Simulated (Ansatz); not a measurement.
# Al on the 1x1 (10-10) surface of wurtzite ZnO (cut with top plane O + Zn), one in a 2x1 cell, started at the site 'top Zn'

Host crystal: wurtzite ZnO, with a band gap (PBE, scalar-relativistic without spin-orbit coupling).

These are PBE (plane waves to 420 eV, PAW; Ansatz, a program for electronic structure) values and carry that method's errors.

Model: 33-atom slab, 9.4 Å thick at the start under the adsorbate (thin: gaps and levels are the slab's own), 3x4x1 mesh, Fermi-Dirac 0.01 eV, dipole correction, 16 atoms held, the rest relaxed; held to the start's symmetry, so lower structures may exist; spin-polarised, no spin-orbit, no U, no dispersion correction. The starting moment vanished. At the end it is bonded to O + Zn. In PBE it is, or lies within 0.03 eV of, the lowest of the starts that converged.

```json
{
 "adsorption energy against an atom of fcc Al": "0.64 eV",
 "change_of_the_step_from_the_bottom_to_the_top_vacuum_level_against_the_clean_slab": "-0.63 eV",
 "energy_released_by_relaxation": "1.91 eV",
 "height of the binding atom over the mean of the host atoms within 0.3 Å of the top one": "1.500 Å",
 "magnetic_moment_of_the_cell": "0.00 μB",
 "nearest_host_atoms_of_the_binding_atom": "O at 1.78 Å, Zn at 2.77 Å, Zn at 3.06 Å",
 "largest_move_of_a_host_atom": "0.62 Å",
 "note": "in the relaxation the adsorbate left its starting site by 2.6 Å",
 "cost": "around 60 core-minutes (rough)"
}
```

A negative adsorption energy means that the adsorbate is more stable on the surface than in its reference.
